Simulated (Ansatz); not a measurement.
# Pressure series in MoS2

The reference is MoS$_{2}$ in the 3R-MoS2 type structure (space group R3m, No. 160; a = 3.175 Å, c = 18.586 Å (hexagonal axes); layered, stacked along the Cartesian z axis).

Cell and atoms are relaxed at each pressure.

All numbers come from Kohn–Sham DFT with the r2SCAN+rVV10 functional, run in Ansatz (an electronic-structure program) with PAW and 500 eV plane waves, no spin-orbit coupling, earlier PAW set.

```tsv
change	c/a ratio	density
base	5.853	4.91 g/cm³
pressure −1 GPa	6.003	4.75 g/cm³
pressure 0.3 GPa	5.822	4.95 g/cm³
pressure 0.7 GPa	5.787	4.99 g/cm³
pressure 1.5 GPa	5.728	5.07 g/cm³
pressure 3 GPa	?	?
pressure 5 GPa	5.575	5.33 g/cm³
pressure 7.5 GPa	5.512	5.48 g/cm³
pressure 10 GPa	5.465	5.60 g/cm³
```

Q: Fill in the withheld entries from the trend.

A: 
- pressure 3 GPa, c/a ratio: 5.650
- pressure 3 GPa, density: 5.20 g/cm³

Load acts through the strain it causes; cell and atoms are relaxed under it. Stability against distortions was not tested. No other phases were tried under pressure.
